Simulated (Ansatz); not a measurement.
```xyz
4
Lattice="5.0311 0.0000 0.0000 -2.5156 4.3571 0.0000 0.0000 0.0000 6.1574" Properties=species:S:1:pos:R:3 pbc="T T T"
Ge     2.5156     1.4524     0.1304
Ge     0.0000     2.9047     3.2091
Se     2.5156     1.4524     3.7192
Se     0.0000     2.9047     0.6405
```

No spin polarisation.

Calculations: Kohn–Sham DFT with the PBE functional, run in Ansatz (a quantum-chemistry and plane-wave program) with PAW and 420 eV plane waves, no spin-orbit coupling, earlier PAW set. Γ-centred 8×8×6 mesh, Fermi–Dirac width 0.05 eV.

**Question.** What is the computed band gap?

**Answer.** 1.13 eV.

**Question.** What is the computed pressure (mean of the normal stresses, compression positive)?

**Answer.** -3.40 GPa.

**Question.** What gap character does the calculation give?

**Answer.** Indirect, M–K (75 % along) → K–Γ (80 % along).

The cells carry an imposed strain or load. Whether these cells are dynamically stable was not tested. The cell was made from GeSe in the wurtzite structure (space group P6_3mc, No. 186; a hypothetical phase, not in the database extracts checked) by this change: isotropic strain +5.03 %.
